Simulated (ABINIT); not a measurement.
Pressure against volume in CuAu-type TiAl (space group 123) (ABINIT, PBE)

```
TiAl
1.0
    2.77968     0.00000     0.00000
    0.00000     2.77968     0.00000
    0.00000     0.00000     3.99763
Ti Al
1 1
Direct
  0.00000   0.00000   0.00000
  0.50000   0.50000   0.50000
```

Method of the run: PBE, norm-conserving pseudopotentials (PseudoDojo nc-sr-05 PBE standard) (plane waves; ABINIT). Settings: pseudos = [Ti.upf, Al.upf]; ecut = 110 Ry; occopt = 3; tsmear = 0.05 eV; ngkpt = 17 17 12; nshiftk = 1; shiftk = 0 0 0; potentials = PseudoDojo nc-sr-05 PBE standard; nband = 13; kptopt = 1; nstep = 50; tolvrs = 1e-10. The cell above is the first row's. The rows scale it uniformly. In all rows fractional positions and the k mesh are held.

```
V (Å^3/atom)  P (GPa)
------------  -------
15.4441             ?
15.7798          3.27
16.1156          0.72
16.4513         -1.59
16.7871         -3.68
17.1228         -5.56
17.4585         -7.26
17.7943         -8.79
18.1300        -10.17
```

Task: Using a cubic, estimate the missing P at V = 15.4441 from the other rows, showing the fit.

Result: With u = V - 17.0, the rows have u = -1.2202, -0.8844, -0.5487, -0.2129, 0.1228, 0.4585, 0.7943, 1.1300. Least squares gives P = -4.895 - 5.5310·u + 0.8540·u² - 0.0799·u³. Residuals (row less fit): -0.001, 0.000, 0.000, -0.002, 0.001, -0.001, 0.000, 0.000; standard error 0.001 (degrees of freedom: 4). The fitted pressure is zero at V0 = 16.22, where dP/dV = -7.016, so B0 = -V0·dP/dV = 114 GPa. At the withheld row, u = -1.5559, so P = -4.895 - 5.5310 × (-1.5559) + 0.8540 × (-1.5559)² - 0.0799 × (-1.5559)³ = 6.079 GPa. The calculation gives 6.11 GPa, 0.031 GPa above the prediction (0.2 % of the range of P in the table). The row lies outside the fitted rows, so this is an extrapolation.

Carrying the step between the two nearest rows on in a straight line would have given 5.82, off by 0.29; series whose last step already gives the withheld value aren't shown. The scan was laid around a cell of about the measured size, scaled by a guess for this functional; axis ratios and inner coordinates come from that cell. The runs keep the symmetry of the cell, so they don't test it for distortions. Spin polarisation is off. The shape of the cell and the inner coordinates aren't relaxed, so V0 and B0 belong to this uniform scaling; a relaxed crystal lies no higher in energy and is usually softer. Cutoffs and mesh are single choices, not tested for convergence of this quantity. Series with a scatter that would blur these digits, or in which a gap closes, are not shown.
